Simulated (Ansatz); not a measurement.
Functionals compared on the (100) surface of rock-salt TiC, Cr on all Ti sites of the top plane (bottom of the slab: a bare face, its two planes held), in Ansatz (plane waves, PAW). The structure was relaxed with PBE; the other rows are single points on it. Cutoff 420 eV.

Set-up: 12 atoms, 10.7 Å thick at the start with caps and adatoms (thin: gaps and levels are the slab's own); mesh 12x12x1; 0.1 eV smearing; dipole correction on; 4 atoms held, the rest relaxed; held to the start's symmetry, so lower structures may exist; spin-polarised, ending with about 1.2 μB a cell; orders that need a larger cell were not tried, no spin-orbit, no U. In PBE it is, or lies within 0.01 eV a 1x1 cell of, the lowest of the 2 structures of its composition computed so far; subsurface sites and larger cells were not tried. These notes are the PBE run's. RPBE: The program's check for a lower electronic state was not made.

```csv
functional,work function of the top face (eV),magnetic moment of the cell (μB),rough cost of the single point
PBE,4.55,1.21,–
RPBE,4.39,1.30,around 80 core-seconds (rough)
```

Ansatz is a quantum-chemistry and plane-wave program.
